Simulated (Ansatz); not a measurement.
The parent structure is C (space group Im-3m, No. 229; a = 4.3620 Å; a hypothetical phase, not in the database extracts checked). Axes: x, y, z lie along the cube axes.

The change: biaxial strain +0.98 %, plane normal [110], relaxed out of plane (Cartesian); in-plane vectors clamped, the third vector and the atoms free.

Levels (all Ansatz, a quantum-chemistry and plane-wave program, PAW): PBEsol (420 eV, no spin-orbit coupling); r2SCAN (500 eV, no SOC).

The geometry is relaxed with PBEsol.

| Quantity | Result |
|---|---|
| PBEsol pressure | -5.42 GPa |
| PBEsol gap character | indirect, T → k = (0.273, -0.273, 0.273) in the run's primitive reciprocal basis |
| PBEsol band gap | 2.36 eV |

Problem. How does going to r2SCAN change the pressure, gap character and band gap?

Solution. The pressure increases by 1.36 GPa (-5.42 GPa → -4.06 GPa); the gap character remains indirect, T → k = (0.273, -0.273, 0.273) in the run's primitive reciprocal basis; the band gap goes up by 0.09 eV to 2.45 eV.

Single points use the geometry relaxed with PBEsol. Their cutoffs differ, which shifts pressures a little. Whether these cells are dynamically stable was not tested. k-point labels follow each cell's own Brillouin zone.
